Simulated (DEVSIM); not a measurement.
Structure: Cr/Al2O3/p-Si capacitor, at 300 K.

```csv
layer (left to right),material,thickness (nm),Na (cm⁻³)
1,Al2O3,12.0,-
2,Si,5200,1.2e16
```

Metal gate on the left, work function 4.5 eV. Fixed charge at the semiconductor interface 0 cm⁻² (in units of +e); no interface traps.

The device is made up for the run: typed textbook-type constants, with dimensions and the other settings drawn at random. Values at 300 K.

| parameter | Al2O3 | Si |
|---|---|---|
| gap (eV) | 6.8 | 1.124 |
| affinity (eV) | 1.35 | 4.05 |
| permittivity | 9 | 11.7 |
| Nc (cm⁻³) | - | 2.86e19 |
| Nv (cm⁻³) | - | 3.1e19 |

Simulated with DEVSIM: 1D Poisson equation in equilibrium, Boltzmann statistics, complete ionisation; no quantum confinement or tunnelling. Metal contacts follow the ideal Schottky-Mott rule: no Fermi-level pinning, no interface dipoles.

Question: Give the band bending (positive: bands bend down) and minority sheet density.

Answer: 
```csv
Vg (V),ψs (V),minority carriers (cm⁻²)
-1.4,-0.200,< 1e8
-1.1,-0.175,< 1e8
-0.8,-0.133,< 1e8
-0.5,-0.020,< 1e8
-0.2,0.228,< 1e8
0.1,0.505,< 1e8
0.4,0.777,5.0e10
0.7,0.871,8.9e11
1,0.906,2.0e12
```
